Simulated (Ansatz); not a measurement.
# W, pressure series

Base system: W in the bcc (W type) structure (space group Im-3m, No. 229).

```
CELL_PARAMETERS angstrom
     -1.58464     1.58464     1.58464
      1.58464    -1.58464     1.58464
      1.58464     1.58464    -1.58464
ATOMIC_POSITIONS crystal
  W  0.00000 0.00000 0.00000
```

Cell and atoms are relaxed at each pressure.

The values are results of r2SCAN, PAW, 500 eV (Ansatz, a first-principles code; without spin-orbit coupling), not measurements.

Notes on the quantities. enthalpy: H = E + PV relative to the base's energy.

```json
[
 {"change": "base", "enthalpy": "–", "shortest interatomic distance": "2.745 Å"},
 {"change": "pressure −2 GPa", "enthalpy": "-0.20 eV/atom", "shortest interatomic distance": "(withheld)"},
 {"change": "pressure −1 GPa", "enthalpy": "-0.10 eV/atom", "shortest interatomic distance": "2.748 Å"},
 {"change": "pressure 0.9 GPa", "enthalpy": "+0.09 eV/atom", "shortest interatomic distance": "(withheld)"},
 {"change": "pressure 2.1 GPa", "enthalpy": "+0.21 eV/atom", "shortest interatomic distance": "2.739 Å"},
 {"change": "pressure 4.5 GPa", "enthalpy": "+0.44 eV/atom", "shortest interatomic distance": "2.732 Å"},
 {"change": "pressure 9 GPa", "enthalpy": "+0.88 eV/atom", "shortest interatomic distance": "(withheld)"},
 {"change": "pressure 15 GPa", "enthalpy": "+1.46 eV/atom", "shortest interatomic distance": "2.705 Å"},
 {"change": "pressure 22.5 GPa", "enthalpy": "+2.16 eV/atom", "shortest interatomic distance": "2.688 Å"},
 {"change": "pressure 30 GPa", "enthalpy": "+2.86 eV/atom", "shortest interatomic distance": "2.672 Å"}
]
```

Question: Some entries are withheld; estimate them.

Answer: 
- pressure −2 GPa, shortest interatomic distance: 2.751 Å
- pressure 0.9 GPa, shortest interatomic distance: 2.742 Å
- pressure 9 GPa, shortest interatomic distance: 2.720 Å

Load acts through the strain it causes; cell and atoms are relaxed under it. Stability against distortions was not tested. Competing high-pressure phases were not computed. All final runs are without spin polarisation.
